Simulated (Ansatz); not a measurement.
Abridged Ansatz (a first-principles code) output:

```
Relaxation: its limit of steps is 50 (relax.max_steps)
Pseudopotential: Nb, paw, valence charge 13
Pseudopotential: P, paw, valence charge 5
Crystal: 2 atoms, lattice volume = 29.198 Å³
Basis set: ecut = 420 eV, 587 PW (Γ), exchange–correlation on 48×48×48 points (8 copies of the dense FFT grid, shifted against one another)
Bands: 13, of which v1, the nominal top of the filled ones, is band 9 counted from 1 (8 counted from 0)
Symmetry: 8 space group operations
k-points: 1000 of 6859
Functional: x = pbesol(κ = 0.804, μ = 0.12345679012345678), c = pbesol(β = 0.046)
SCF iter   1: F=—  HF=-5237.044572 eV  |F-HF|=—  |Δ(HF+E_count)|=         —  Δρ=5.07e-3  dr2=6.22e-3  ethr=1.77e-3  ⟨swp⟩=5.0  Hψ=73617  notcnv=0
SCF iter   2: F=—  HF=-5237.043672 eV  |F-HF|=—  |Δ(HF+E_count)|=   9.00e-4  Δρ=3.01e-3  dr2=2.59e-3  ethr=3.46e-5  ⟨swp⟩=1.3  Hψ=21508  notcnv=0
SCF 1 converged in 7 iterations: F = -5237.043293 eV  dr2 = 1.11e-11
relax step   1: F+E_penalty+E_count = -5237.04329307 eV  Δ(F+E_penalty+E_count) = +0.000e0 eV  max|allowed force component| = 1.578e-30 eV/Å  Δτ_max = 0.0000 Å  (7 SCF iters, accepted)
SCF converged after 7 iterations
Free energy (F): -5237.043293 eV
Internal energy: -5237.008008 eV  (E = F + TS)
E sigma→0 (E₀):  -5237.025651 eV
Entropy (-TS):   -0.035285 eV (-17.642 meV/atom)
Fermi energy:    17.089017 eV
--- Forces (eV/Å), atoms counted from 1 ---
  atom   1  Nb    -0.00000000     0.00000000     0.00000000
  atom   2  P      0.00000000     0.00000000     0.00000000
--- Stress (GPa, compression-positive) ---
        0.038966      -1.778329       0.000000
       -1.778329       0.038966       0.000000
        0.000000       0.000000       0.058660
  P = ⅓ Tr σ = 0.0455 GPa (0.455 kbar)
--- Relaxed structure (1 steps of the walk, 1 accepted, 0 SCFs on fresh bases) ---
  atoms:
    - { symbol: Nb, position: [0.0, 0.0, 0.0] }
    - { symbol: P, position: [0.4999999999999999, 0.4999999999999999, 0.5] }
```

### Question
What was computed, and what are the main results?

### Answer
NbP, 2 atoms in the cell, with PBEsol (Ansatz), no spin-orbit coupling. The last SCF converged to F = -5237.043293 eV, or -2618.5216 eV per atom, at a pressure of 0.05 GPa. The total energy compares only with runs of the same code, potentials and settings.

The cells carry an imposed strain or load. Whether these cells are dynamically stable was not tested. The final runs are not spin-polarised. The cell was made from NbP in the CsCl type structure (space group Pm-3m, No. 221; a hypothetical phase, not in the database extracts checked) by this change: tensor shear ε_xy = +0.69 %.

Keys are those of Ansatz 0.2.
